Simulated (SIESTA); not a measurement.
SIESTA run on CrGaO₄ (Amm2, 6 atoms in the cell): self-consistent single point.

Method: GGA PBEsol, numerical atomic orbitals DZP, PseudoDojo PBEsol standard norm-conserving potentials (rewritten from UPF to PSML) (SIESTA).

```xyz
6
Lattice="2.9655 0.0000 0.0000 0.0000 3.2590 3.1618 0.0000 -3.2590 3.1618" Properties=species:S:1:pos:R:3 pbc="T T T"
Cr     0.0000     0.0000     3.1517
Ga     1.4828     0.0000     6.3145
O      0.0000     0.0000     5.0152
O      1.4828    -1.2341     3.1456
O      1.4828     1.2341     3.1456
O      0.0000     0.0000     1.2830
```
Moments meant for the start (each program seeds them in its own way; μB, in the order of the atoms Cr Ga O O O O): 3.0 0.0 0.0 0.0 0.0 0.0.

Reference input (self-consistent single point, DFT, GGA PBEsol+U, numerical atomic orbitals DZP, PseudoDojo PBEsol standard norm-conserving potentials (rewritten from UPF to PSML)): XC.functional = GGA; XC.authors = PBEsol; potentials = PseudoDojo PBEsol standard; PAO.BasisSize = DZP; PAO.EnergyShift = 0.01 Ry; MeshCutoff = 350 Ry; kgrid.MonkhorstPack = 8 5 5; OccupationFunction = FD; ElectronicTemperature = 1160.45 K; Spin = polarized; DM.InitSpin = [1 +3.00, 2 +0.00, 3 +0.00, 4 +0.00, 5 +0.00, 6 +0.00]; DFTU.ProjectorGenerationMethod = 2. This run's input differs from it in these lines:

```diff
@@ -48,11 +48,2 @@
 %endblock DM.InitSpin
-DFTU.ProjectorGenerationMethod 2
-DFTU.CutoffNorm              0.9
-DFTU.FirstIteration          true
-%block DFTU.proj
-  Cr 1
-  n=3 2
-  3.70 0.00
-  0.00 0.00
-%endblock DFTU.proj
```

Output (repeated stretches shortened):

```
        iscf     Eharris(eV)        E_KS(eV)     FreeEng(eV)     dDmax    Ef(eV) dHmax(eV)
   scf:    1    -6059.386703    -6216.835918    -6216.896143  0.709220 -0.091550 53.209901
     spin moment: {S} , |S| = {        0.0        0.0    0.51474 }     0.51474
   scf:    2    -6300.211841    -6263.652472    -6263.761523  0.305716 -2.818458 30.609428
     spin moment: {S} , |S| = {        0.0        0.0    0.99999 }     0.99999
   scf:    3    -6201.912808    -6270.661087    -6270.807189  0.216497 -5.903855 23.185202
     spin moment: {S} , |S| = {        0.0        0.0    1.44436 }     1.44436
   [... lines left out ...]
     spin moment: {S} , |S| = {        0.0        0.0    1.00769 }     1.00769
   scf:   22    -6289.204824    -6289.204815    -6289.262715  0.000050 -5.857814  0.000699
     spin moment: {S} , |S| = {        0.0        0.0    1.00768 }     1.00768
   scf:   23    -6289.204837    -6289.204826    -6289.262715  0.000024 -5.857742  0.000593
     spin moment: {S} , |S| = {        0.0        0.0    1.00766 }     1.00766
   scf:   24    -6289.204833    -6289.204829    -6289.262715  0.000007 -5.857733  0.000469
     spin moment: {S} , |S| = {        0.0        0.0    1.00766 }     1.00766
SCF Convergence by DM+H criterion
max |DM_out - DM_in|         :     0.0000069223
max |H_out - H_in|      (eV) :     0.0004690259
SCF cycle converged after 24 iterations

Using DM_out to compute the final energy and forces

siesta: E_KS(eV) =            -6289.2048

siesta: E_KS - E_eggbox =     -6289.2048

siesta: Atomic forces (eV/Ang):
     1    0.000000   -0.000000    0.017827
     2   -0.000000   -0.000000   -0.003732
     3   -0.000000   -0.000000   -0.743505
     4   -0.000000    0.929828    0.011636
     5   -0.000000   -0.929828    0.011636
     6   -0.000000   -0.000000    0.705537
   Tot    0.000000   -0.000000   -0.000600
   Max    0.929828
   Res    0.393019    sqrt( Sum f_i^2 / 3N )
   Max    0.929828    constrained

   [... lines left out ...]
siesta: FreeEng =     -6289.262715
siesta: Cell volume =         61.114948 Ang**3
siesta:        -117.12724081        -73.34229001  kBar
   [... lines left out ...]

mulliken: Qtot =       24.996

Mulliken Atomic Populations:
Atom #   charge [q] valence [e]      Sz [e]  Species
     1     0.752303   13.247697    1.489975  Cr
     2     0.766308   12.233692   -0.009675  Ga
     3    -0.410554    6.410554   -0.118864  O
     4    -0.347079    6.347079   -0.118107  O
     5    -0.347079    6.347079   -0.118107  O
     6    -0.413899    6.413899   -0.117566  O
 Total     0.000000                1.007656
```

The run converged in 24 iterations. Against the reference run the pressure goes from -4.93 to -11.71 GPa, the largest force goes from 0.173 to 0.930 eV/Å and the size of the net moment stays at 0.17 μB/atom.

The starting cell comes from a database of computed structures (which also holds hypothetical and non-ambient phases and stackings), without a prior relaxation at this level. With one magnetic atom in the cell only a parallel order is possible. Values carry the incompleteness of an atom-centred basis. With a pressure of about -12 GPa the cell is away from its equilibrium volume at this level.

Cost on one core of a shared machine: roughly 2 min.
